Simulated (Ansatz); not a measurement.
Band structure of ZnO (P6_3mc, 4 atoms in the cell).

```xyz
4
Lattice="3.2374 0.0000 0.0000 -1.6187 2.8036 0.0000 0.0000 0.0000 5.2221" Properties=species:S:1:pos:R:3 pbc="T T T"
Zn     1.6187     0.9345     2.6141
Zn     0.0000     1.8691     0.0031
O      1.6187     0.9345     4.5940
O      0.0000     1.8691     1.9829
```

Method: PBE, PAW files (plane waves; Ansatz, a quantum-chemistry and plane-wave program).

Settings: kpoints.mp_grid.grid = 6 6 4; hamiltonian.xc = pbe; hamiltonian.pseudopotentials = {kind: paw} (the program's default PAW files); scf.occupations.method = fermi_dirac; scf.occupations.width = 0.0007 Ry; kpoints.band_path.npoints = 8.

The starting cell comes from a database of computed structures (which also holds hypothetical and non-ambient phases and stackings), without a prior relaxation at this level.

Q: Predict the gap along the standard path and the places of the band edges.

A: The gap along the path is 0.80 eV, direct at Γ to within 0.01 eV.

Levels in eV from the top of the valence band on the path, bands 15 to 21:
| point | 15 | 16 | 17 | 18 | 19 | 20 | 21 |
|---|---|---|---|---|---|---|---|
| Γ | -0.80 | -0.09 | 0.00 | 0.00 | 0.80 | 5.25 | 8.21 |
| M | -2.84 | -2.27 | -1.30 | -0.84 | 5.80 | 6.89 | 7.60 |
| K | -3.54 | -1.93 | -1.93 | -1.74 | 7.68 | 7.73 | 7.73 |
| A | -0.39 | -0.39 | -0.39 | -0.39 | 3.46 | 3.46 | 10.08 |
| L | -1.51 | -1.51 | -1.39 | -1.39 | 5.73 | 5.73 | 8.45 |
| H | -2.70 | -2.70 | -1.26 | -1.26 | 8.01 | 8.01 | 8.02 |

Keys are those of Ansatz 0.2.
